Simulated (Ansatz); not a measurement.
The starting structures come from a database of crystals and need not be the phases stable at ambient conditions.

Inside the gap of an insulator the Bloch states are evanescent, with a wavenumber k + iκ along the transport direction.

Input:

```
CELL_PARAMETERS angstrom
      5.92340     0.00000     0.00000
      0.00000    10.24098     0.00000
      0.00000     5.12049     2.95631
ATOMIC_POSITIONS crystal
  Zr 0.00000 0.00000 0.00000
  Mo 0.70239 0.66667 0.00000
  Mo 0.29761 0.33333 0.00000
  O  0.58619 0.33333 0.00000
  O  0.41381 0.66667 0.00000
  O  0.19949 0.16749 0.00000
  O  0.80051 0.83251 0.00000
  O  0.19949 0.16749 0.49754
  O  0.80051 0.83251 0.50246
  O  0.19949 0.66503 0.50246
  O  0.80051 0.33497 0.49754
```

Space group of this cell: P-3m1. The cell was relaxed by PBE-D3(BJ); by PBEsol its mean pressure is -1.8 GPa.

Transport runs along the normal of the first two printed cell vectors, the (110) plane of the conventional cell.

No gap correction and no spin-orbit coupling; mid-gap values are interpolated between computed energies.

Task: Estimate the band gap and the smallest decay constant κ at mid-gap that PBEsol (Ansatz, a program for electronic structure) returns for this system.

Result: Gap 3.11 eV on a 6×10×10 mesh; κ = 0.338 1/Å, at the zone centre.
